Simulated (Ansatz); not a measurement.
Density of states of GaS (R-3m) above the conduction band minimum, PBEsol+D3BJ with spin-orbit coupling, rigid bands run with Ansatz (a program for electronic structure); cell volume 81.4 Å³.

```
energy from edge (eV)  10⁻³ states/eV/cell
---------------------  -------------------
0.006                                 71.4
0.031                                  155
0.056                                  206
0.081                                  245
0.106                                  280
0.131                                  321
0.156                                  397
0.181                                  450
0.206                                  498
0.231                                  543
0.256                                  589
0.281                                  641
0.319                                  723
0.344                                  804
0.369                                  840
0.394                                  859
0.419                                  880
0.444                                  903
0.469                                  928
0.494                                  952
0.519                                  979
0.544                                 1010
0.569                                 1040
0.594                                 1160
```

Problem. What effective density of states at 300 K does this give (∫ g(E) exp(−E/k_BT) dE, both spins, divided by the cell's size)?

Solution. 4.1e19 cm⁻³, a density-of-states mass of 1.38 mₑ, valleys and band degeneracy included.

Geometry: cell and atoms relaxed with PBEsol+D3(BJ).

Computed structure with no diffraction record at hand here (it may be known, metastable or hypothetical): GaS (R-3m). PBEsol with a dispersion correction tends to overbind, so the cell can be several per cent short, in bad cases over ten, which usually narrows a gap: GaS (R-3m).
